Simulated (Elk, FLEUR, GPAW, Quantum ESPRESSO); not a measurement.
**PrCdIn (P-3m1, 6 atoms in the cell) computed with different codes at matched settings**

Self-consistent single point.

```
CELL_PARAMETERS angstrom
      4.92309     0.00000     0.00000
     -2.46155     4.26352     0.00000
      0.00000     0.00000     7.84188
ATOMIC_POSITIONS crystal
  Pr 0.00000 0.00000 0.26209
  Pr 0.00000 0.00000 0.73791
  Cd 0.33333 0.66667 0.47305
  Cd 0.66667 0.33333 0.52695
  In 0.66667 0.33333 0.94761
  In 0.33333 0.66667 0.05239
```
Moments meant for the start (each program seeds them in its own way; μB, in the order of the atoms Pr Pr Cd Cd In In): 2.0 2.0 0.0 0.0 0.0 0.0.

All programs got the same cell, k-point mesh and kind of occupations, and the same starting moments (in FLEUR's words: jspins = 2; fermiSmearingEnergy = 0.00999582 Htr; mesh (inpgen div1-3) = 4 4 3); potentials, basis and cutoffs are each program's usual ones.

```csv
code,model,largest force (eV/Å),size of the net moment (μB/atom),cutoff
FLEUR,"LDA (Perdew-Zunger), all-electron FLAPW (FLEUR), scalar-relativistic valence",0.038,0.76,Kmax 4 1/bohr
Quantum ESPRESSO,"LDA (PZ), SSSP 1.1.2 efficiency (PBE) pseudopotentials",0.051,0.74,55 Ry
Elk,"LDA (PW92), all-electron FP-LAPW, Elk's shipped species files, APW+lo basis with extra local orbitals",–,0.76,rgkmax 7.5
GPAW,"LDA (Perdew-Wang 92), GPAW PAW datasets LDA (gpaw-data 1.0.1)",0.029,0.00,800 eV
```

Size of the force on each atom (eV/Å): Sizes of forces hide their directions.

```
code                Pr1    Pr2    Cd3    Cd4    In5    In6
----------------  -----  -----  -----  -----  -----  -----
FLEUR             0.003  0.003  0.009  0.009  0.038  0.038
Quantum ESPRESSO  0.023  0.023  0.017  0.017  0.051  0.051
GPAW              0.028  0.028  0.001  0.001  0.029  0.029
```

A dash marks a value that a program does not give, or that is left out as unsure.

The net moments differ, which can mean other magnetic states; other values may part for that reason too.

The spread over the programs that give each value: largest force within 0.022 eV/Å; size of the net moment within 0.76 μB/atom.

The starting cell comes from a database of computed structures (which also holds hypothetical and non-ambient phases and stackings), without a prior relaxation at this level. On FLEUR's run: Spin-orbit coupling is off. The magnetic order is the one reached from the typed start; others were not searched systematically. With U or open f shells several self-consistent states can exist. The f electrons are in the valence without U or exact exchange, which can misplace them near the Fermi level. Spin-orbit terms, which matter for f shells, are left out. Values depend on the basis (sphere radii, cutoffs, local orbitals), which need not be converged.

Why do the programs differ, and what cannot be compared?

Differences of this kind can come from the potentials, where these differ, and from what each basis and cutoff leave unconverged. The valence holds different numbers of electrons (FLEUR 88, Quantum ESPRESSO 76, GPAW 76). The zero of total energies and Fermi levels follows the potentials and each program's conventions, so they are not compared here. FLEUR and Elk treat all electrons, but the usual bases taken here (sphere radii, linearisation, local orbitals, empty states) were not tested for convergence, so the values are no reference for the others. The same LDA comes in different parametrisations, which differ slightly. Site moments depend on each program's spheres or projections; the total moment of the cell does not.

Left out of this page: Ansatz (with a known weakness of the program).
